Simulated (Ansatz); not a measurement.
The structure below was relaxed with PBE, PAW, 420 eV (Ansatz, a first-principles code; no SOC), earlier PAW set.

Space group Pm-3m (No. 221); a = b = c = 5.2212 Å, α = β = γ = 90.00°

```csv
atom,site,symmetry,x,y,z
Cs,1a,m-3m,0.0000,0.0000,0.0000
Si,1b,m-3m,0.5000,0.5000,0.5000
Cl,3c,4/mm.m,0.0000,0.5000,0.5000
```

Task: Write out a cell with all atoms.

Result: 
```cif
data_Cl3CsSi
_chemical_formula_sum 'Cs1 Si1 Cl3'
_space_group_name_H-M_alt 'P 1'
_space_group_IT_number 1
_cell_length_a 5.22115
_cell_length_b 5.22115
_cell_length_c 5.22115
_cell_angle_alpha 90.000
_cell_angle_beta 90.000
_cell_angle_gamma 90.000
loop_
_space_group_symop_operation_xyz
  'x, y, z'
loop_
_atom_site_label
_atom_site_type_symbol
_atom_site_fract_x
_atom_site_fract_y
_atom_site_fract_z
_atom_site_occupancy
Cs1 Cs 0.00000 0.00000 0.00000 1
Si1 Si 0.50000 0.50000 0.50000 1
Cl1 Cl 0.00000 0.50000 0.50000 1
Cl2 Cl 0.50000 0.50000 0.00000 1
Cl3 Cl 0.50000 0.00000 0.50000 1
```
This is the conventional cell.

Whether these cells are dynamically stable was not tested. The final runs are not spin-polarised. The cell was made from CsPbCl3 by this change: Pb → Si; the result is a hypothetical phase, not in the database extracts checked. Many cubic perovskites are stable only at high temperature; tilts and polar distortions were not tested.
